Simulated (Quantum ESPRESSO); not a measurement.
A working Quantum ESPRESSO input for Zr₂Sn (Pmmn, 12 atoms in the cell) (DFT, PBEsol, plane waves, GBRV 1.5 ultrasoft (PBESOL) pseudopotentials):

```fortran
&CONTROL
 calculation = 'scf'
 prefix = 'run'
 outdir = './out'
 pseudo_dir = './'
 tprnfor = .true.
 tstress = .true.
/
&SYSTEM
 ibrav = 0
 nat = 12
 ntyp = 2
 ecutwfc = 40
 ecutrho = 320
 occupations = 'smearing'
 smearing = 'cold'
 degauss = 0.0147
/
&ELECTRONS
 conv_thr = 1e-10
/
ATOMIC_SPECIES
Zr    91.2240  zr_pbesol_v1.uspp.F.UPF
Sn   118.7100  sn_pbesol_v1.4.uspp.F.UPF
ATOMIC_POSITIONS {angstrom}
Zr    0.0000000000    0.0000000000    2.4303214830
Zr    2.6727300000    4.8442600000    2.9145685170
Zr    0.0000000000    3.1281324524    2.2186103901
Zr    0.0000000000    6.5603875476    2.2186103901
Zr    2.6727300000    1.7161275476    3.1262796099
Zr    2.6727300000    7.9723924524    3.1262796099
Zr    0.0000000000    4.8442600000    4.8621395352
Zr    2.6727300000    0.0000000000    0.4827504648
Sn    0.0000000000    1.6391038136    4.9701063132
Sn    0.0000000000    8.0494161864    4.9701063132
Sn    2.6727300000    3.2051561864    0.3747836868
Sn    2.6727300000    6.4833638136    0.3747836868
K_POINTS {automatic}
5 3 5  0 0 0
CELL_PARAMETERS {bohr}
  10.1014554101     0.0000000000     0.0000000000
   0.0000000000    18.3086493530     0.0000000000
   0.0000000000     0.0000000000    10.1003782663
```

The run converged in 16 iterations: free energy E − TS -19441.6264 eV; Fermi level (on the code's own zero) 13.67 eV; pressure -4.30 GPa; largest force (vector length) 0.197 eV/Å. Each of these slips is then made, one at a time:

(1)
```diff
-Sn   118.7100  sn_pbesol_v1.4.uspp.F.UPF
+Sn   118.7100  sn_pbesol_v1.4.uspp.F
```

(2)
```diff
- smearing = 'cold'
+ smearing = cold
```

Question: What happens in each case?

Answer: 
(1) A potential or basis that cannot be found. The program stopped before any SCF iteration.
```
Error in routine readpp (1):
file ./sn_pbesol_v1.4.uspp.F not found
```

(2) A string without quotes in a namelist. The program stopped before any SCF iteration.
```
Error in routine  read_namelists (1):
bad line in namelist &system: " degauss = 0.0147" (error could be in the previous line)
```

The starting cell comes from a database of computed structures (which also holds hypothetical and non-ambient phases and stackings), without a prior relaxation at this level. In the base run, with a pressure of about -4 GPa the cell is away from its equilibrium volume at this level.

Left out of this page: 3 runs of the series outside the window shown, repeating another row's setting, or not comparable.
